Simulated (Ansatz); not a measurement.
Cost and result by functional for the surface energy of the (331) surface of bcc Mo in its 1x1 cell, outermost plane spacing 0.36 Å in the ideal cut, in Ansatz (plane waves, PAW). Single points on the PBE structure, on one kind of machine; costs are rough ratios of the slab run's core time (references not counted) to the cheapest single point. r2SCAN's cost holds its higher cutoff (500 against 420 eV). Differences are taken against r2SCAN for comparison alone: no measured value is at hand, so the table doesn't rank accuracy.

Slab: 29 atoms, 10.2 Å thick at the start (thin: gaps and levels are the slab's own); k 9x4x1, smearing 0.1 eV, dipole-corrected; all atoms relaxed; held to the part of the start's symmetry that mesh and held atoms allow; no spin, no spin-orbit, no U. These notes are the PBE run's.

```tsv
functional	relative cost	surface energy (J/m²)	less r2SCAN (J/m²)
LDA	1	3.42	0.20
RPBE	1	2.82	-0.40
PBEsol	1	3.33	0.10
r2SCAN	2	3.23	0.00
PBE (the relaxed run's value)	–	3.01	-0.21
```

The values span 0.60 J/m², while the single points' costs differ by a factor of roughly 2. Differences are of unrounded values.

Ansatz is a first-principles code.
